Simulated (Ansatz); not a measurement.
Consider V in the bcc (W type) structure (space group Im-3m, No. 229; relaxed with 0.1 eV smearing).

```xyz
1
Lattice="-1.4994 1.4994 1.4994 1.4994 -1.4994 1.4994 1.4994 1.4994 -1.4994" Properties=species:S:1:pos:R:3 pbc="T T T"
V      0.0000     0.0000     0.0000
```

Computed with PBE (Ansatz, a quantum-chemistry and plane-wave program), no spin-orbit coupling, earlier PAW set.

Base values:

Pressure: 0.0 GPa

Now apply this change: every lattice vector is shortened by 2.88 %; the atoms relax in the strained cell.

Question: Estimate the effect on the pressure.

Answer: The pressure goes from zero to 18.7 GPa.

Question: What happens to the energy relative to the base?

Answer: The energy goes up by 62 meV/atom.

Stability against distortions was not tested. Starting moments died away, wholly or in part, for the base; another magnetic solution may exist. The final runs are not spin-polarised.
